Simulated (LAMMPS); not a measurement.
Melts of Si (diamond structure) cooled to 300 K at several rates.

Model: classical MD, pair style tersoff/mod/c, file Si.tersoff.modc; code LAMMPS.

| cooling rate (K/s) | energy above the crystal | state | density | coordination number | rough cost |
|---|---|---|---|---|---|
| 3e+12 | 0.202 eV/atom | glass | 2.32 g/cm³ (one sample) | 4.09 (counted to 2.82 Å) | 90 core-minutes |
| 1e+13 | 0.206 eV/atom | glass | 2.34 g/cm³ (one sample) | 4.13 (counted to 2.82 Å) | 22 core-minutes |
| 1e+14 | 0.237 eV/atom | glass | 2.39 g/cm³ (one sample) | 4.21 (counted to 2.82 Å) | 11 core-minutes |

Costs are rough and include melting and analysis.
